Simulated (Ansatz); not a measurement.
Partial pair distribution functions of a relaxed model of amorphous Si30N41Sc, broadened by 0.06 Å; density 2.99 g/cm³. Level of theory: PBE, scalar-relativistic without spin-orbit coupling (plane waves to 420 eV, PAW; Ansatz, a first-principles code).

Preparation: random packing, a CHGNet melt and quench, and a DFT relaxation. N atoms were pushed apart under 1.9 Å during the dynamics, to hinder bonds among them. The hot cell started wider than the set density and was brought back towards it in steps. It is the lowest in DFT energy of 2 quenches. It is a model cell: composition and starting density were chosen by hand, and all elements were melted together. No dispersion term was used. Its density started from a set value of 2.98 and ended at 2.99 g/cm³. The simulated quench (nominally 300 K/ps over its main leg) is rapid and tends to freeze in more defects than a deposited or slowly cooled glass has. Values belong to this one cell and scatter from quench to quench. The volume was held where the preparation left it, at a PBE pressure of 1.2 GPa. Stress components on the final sampling reach 3.4 GPa.

```csv
r (Å),g Si-N,g N-Sc,g Si-Si,g N-N
1.45,0.01,0.00,0.00,0.00
1.55,0.39,0.00,0.00,0.00
1.65,4.67,0.00,0.00,0.00
1.75,10.00,0.00,0.00,0.00
1.85,4.54,0.03,0.00,0.00
1.95,0.60,1.75,0.00,0.00
2.05,0.17,6.91,0.00,0.00
2.15,0.15,2.41,0.02,0.00
2.25,0.02,0.08,0.16,0.00
2.35,0.00,0.04,0.25,0.13
2.45,0.03,0.96,0.50,0.54
2.55,0.05,1.37,0.68,1.12
2.65,0.06,0.12,0.87,2.15
2.75,0.15,0.02,1.60,3.62
2.85,0.31,0.82,2.14,3.40
2.95,0.25,2.36,3.00,2.90
3.05,0.33,0.45,3.20,1.84
3.15,0.63,0.01,2.30,1.18
3.25,0.98,0.10,1.76,0.85
3.35,1.42,0.84,0.97,0.44
3.45,1.48,0.44,0.51,0.32
3.55,1.18,0.40,0.21,0.43
3.65,1.15,0.96,0.24,0.42
3.75,1.40,0.97,0.40,0.48
3.85,1.25,1.02,0.37,0.61
3.95,1.23,1.26,0.33,0.56
4.05,1.30,0.94,0.55,0.62
4.15,1.32,1.37,0.59,0.58
4.25,1.45,1.55,0.72,0.79
4.35,1.58,0.83,1.02,0.89
4.45,1.53,2.20,0.91,0.88
4.55,1.10,1.93,1.02,0.93
4.65,0.86,0.92,1.45,0.96
```

Within 2.26 Å each Si has 4.03 N neighbours on average.
